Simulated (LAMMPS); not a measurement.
Consider 40 independent impacts of a 750 eV Si atom on a fresh (111) slab of Si (diamond structure) at 300 K, 7° from the normal (azimuth 22°), each followed for 6.3 ps in a slab 52 Å deep in molecular dynamics.

Level of theory: classical MD, pair style tersoff/zbl, file SiC.tersoff.zbl (LAMMPS).

```yaml
mean_depth_of_the_ions_that_stopped_in_the_slab: 25 ± 2 Å
spread_of_depth: 11 Å
share_reflected: 0 of 40
share_that_reached_the_floor_of_the_slab: 1 of 40
sputter_yield: 0.25 ± 0.09 atoms/ion
vacant sites per ion below 4 Å: 15.6 ± 0.5
extra atoms per ion below 4 Å: 16.6 ± 0.5
cost: roughly 90 core-minutes
```

Potential: file SiC.tersoff.zbl of the LAMMPS distribution; its header cites Devanathan et al, J Nucl Mater, 253, 47 (1998).

Caution: no electronic stopping, which lengthens ranges. Caution: some ions came near the held bottom, so the tail is cut. Caution: depths under zero lie above the old surface, the extra atoms can include the ion, and sites are counted after a short relaxation.

The ± values are statistical; the model's systematic error is not in them.
